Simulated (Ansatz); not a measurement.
Checking a run of Ansatz (a quantum-chemistry and plane-wave program) on HfGe (I4_1md, 4 atoms in the cell). The aim is a self-consistent single point with DFT, revPBE, plane waves, default PAW files made with PBE.

Cell that was meant: a = 6.5855 Å, b = 6.5855 Å, c = 6.5855 Å, α = 148.37°, β = 148.37°, γ = 45.34°.

Part of the input:

Ansatz 0.2 input:
```yaml
  pseudopotentials: { kind: paw }
scf:
  occupations: { method: fermi_dirac, width: 0.1 }
  max_iter: 40
  convergence: { dr2_threshold: 1.0e-22 eV }
output:
  forces: true
  eigenvalues: true
```

Output (repeated stretches shortened):

```
   [... lines left out ...]
PAW frozen core: Ge, regenerated for the run's functional, and the local potential with it
Initial density: superposition of atomic densities (neutral atoms: chi_scale 0, normalization atom), corrected by the library's trained network
Initial wavefunctions: pseudopotential atomic-orbital guess
Eigensolver: davidson
Functional: x = revpbe(κ = 1.245, μ = 0.2195149727645171), c = pbe(β = 0.06672455060314922)
SCF iter   1: F=—  HF=-40059.383278 eV  |F-HF|=—  |Δ(HF+E_count)|=         —  Δρ=5.40e-3  dr2=2.80e-2  ethr=1.77e-3  ⟨swp⟩=5.3  Hψ=14857  notcnv=0  defer=26
all-band conjugate gradients solve this SCF's bands
preconditioner: auto → Kerker (q_TF=auto, 2.738 Å⁻¹)
SCF iter   2: F=—  HF=-40059.382232 eV  |F-HF|=—  |Δ(HF+E_count)|=   1.05e-3  Δρ=3.58e-3  dr2=1.33e-2  ethr=3.50e-5  ⟨swp⟩=1.9  Hψ=6779  notcnv=0  defer=49
   [... lines left out ...]
SCF iter  21: F=—  HF=-40059.381327 eV  |F-HF|=—  |Δ(HF+E_count)|=    0.00e0  Δρ=2.90e-12  dr2=4.97e-21  ethr=9.19e-19 (applied; sched 1.00e-12)  ⟨swp⟩=1.0  Hψ=4779  notcnv=0  defer=117
SCF iter  22: F=—  HF=-40059.381327 eV  |F-HF|=—  |Δ(HF+E_count)|=  1.46e-11  Δρ=7.27e-13  dr2=4.34e-22  ethr=9.19e-19 (applied; sched 1.00e-12)  ⟨swp⟩=1.0  Hψ=4779  notcnv=0  defer=117
SCF iter  23: F=-40059.381327 eV  HF=-40059.381327 eV  |F-HF|=7.28e-12  |Δ(HF+E_count)|=  7.28e-12  Δρ=2.49e-13  dr2=6.56e-23  ethr=1.00e-12  ⟨swp⟩=4.8  Hψ=6747  notcnv=0
SCF 1 converged in 23 iterations: F = -40059.381327 eV  dr2 = 6.56e-23
Free energy (F): -40059.381327 eV
Internal energy: -40059.242104 eV  (E = F + TS)
E sigma→0 (E₀):  -40059.311715 eV
Entropy (-TS):   -0.139223 eV (-34.806 meV/atom)
Fermi energy:    16.331306 eV
--- Forces (eV/Å), atoms counted from 1 ---
  atom   1  Hf    -0.00000000    -0.00000000    -0.17363373
  atom   2  Hf     0.00000000    -0.00000000    -0.17363373
  atom   3  Ge    -0.00000000    -0.00000000     0.17363374
  atom   4  Ge     0.00000000     0.00000000     0.17363374
--- Stress (GPa, compression-positive) ---
        8.306259       0.000000       0.000000
        0.000000       8.306259       0.000000
        0.000000       0.000000      10.138906
  P = ⅓ Tr σ = 8.9171 GPa (89.171 kbar)
  The stress holds the Pulay correction. Without it, at fixed plane waves, as pw.x and ABINIT print it: P = 8.8769 GPa
```

Question: Is anything amiss in this input, and did it matter?

Answer: The results can be used. The input holds a threshold far tighter than needed, beside a limit on iterations, which can do harm: each further decade of the residual costs iterations, and near the noise of double precision and of the grids the loop may never get there. Here it did none. The run converged in 23 iterations, and against the sound input the free energy hardly moves (within 1 meV/atom), the pressure stays at 8.92 GPa and the largest force stays at 0.174 eV/Å. It cost iterations: the sound input took 8.

The sound input it was made from differs as follows (other fixes are possible):
```diff
-  max_iter: 40
-  convergence: { dr2_threshold: 1.0e-22 eV }
```

With that input, the run converged in 8 iterations: free energy E − TS (on the zero of these files) -40059.3813 eV; Fermi level (on the code's own zero) 16.33 eV; pressure 8.92 GPa; largest force (vector length) 0.174 eV/Å (DFT, revPBE, plane waves, default PAW files made with PBE).

On the sound input: the starting cell was generated: these elements placed on a structure prototype, without a prior relaxation; it need not be a known phase or ordering of this composition. Its lattice was rescaled by a random factor within 2.5 % of one. With a pressure of about 9 GPa the cell is away from its equilibrium volume at this level. Ansatz's pressure includes its estimate of the finite-basis (Pulay) stress.
